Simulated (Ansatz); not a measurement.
Consider a periodic stack without vacuum, hcp Zr (0 0 1) on 4H silicon carbide (0 0 1) (film strained to the substrate, started from cuts of the bulks and a machine-learned relaxation; slabs Si8C8 and Zr4, which can lie off the formulas): substrate slab Si8C8, film Zr4, surface cells [[0, 1], [-1, 0]] and [[0, 1], [-1, 0]], film strained by -4.3 and -4.3 %, outermost planes C/Si and Zr/Zr as cut, which need not be the usual terminations and can put a slab off its formula. Its start:

```
CELL_PARAMETERS angstrom
      3.09409     0.00000     0.05492
      1.54704     2.67956     0.02298
     -0.10540     0.61802    30.38904
ATOMIC_POSITIONS crystal
  Si 0.06576 0.02948 0.05126
  Si 0.08932 0.98392 0.21801
  Si 0.41043 0.34076 0.13464
  Si 0.76326 0.62905 0.30144
  C  0.07675 0.01253 0.11276
  C  0.09672 0.96715 0.28027
  C  0.42215 0.32230 0.19675
  C  0.73284 0.70147 0.02650
  Si 0.09940 0.94034 0.38463
  Si 0.08916 0.90295 0.55045
  Si 0.42805 0.25457 0.46782
  Si 0.74972 0.55524 0.63277
  C  0.09559 0.92578 0.44716
  C  0.08277 0.89293 0.61362
  C  0.42338 0.24042 0.53086
  C  0.76648 0.61163 0.36387
  Zr 0.07754 0.88112 0.70218
  Zr 0.69272 0.61829 0.79232
  Zr 0.99181 0.98139 0.88235
  Zr 0.40053 0.37622 0.97352
```

The start was prepared with a machine-learned potential, and the result is one local minimum, with the in-plane cell held and forces under 0.04 eV/Å; the film can end far from its bulk form.

Calculation: PBE (plane waves to 420 eV, PAW; Ansatz, a first-principles code). Spin–orbit coupling is left out; the runs are not spin-polarised; PBE gaps are too small against experiment. Its k-point mesh 12×12×1, Fermi–Dirac width 0.05 eV.

Q: Predict the relaxed interface.

A: The interface area is 8.3 Å², the period comes out as 30.43 Å and the heights between the nearest atoms of the two slabs at the two interfaces comes out as 2.17 and 1.75 Å. The Si–Zr contacts across the interfaces within 1.22 times the sum of covalent radii comes out as 6, mean 2.90 Å and the C–Zr contacts across the interfaces within 1.22 times the sum of covalent radii is 4, mean 2.58 Å. The estimate of the barrier comes out as withheld, since the two interfaces are unlike and the slope of the mean potential energy in the substrate comes out as +1.7 MV/cm × e.
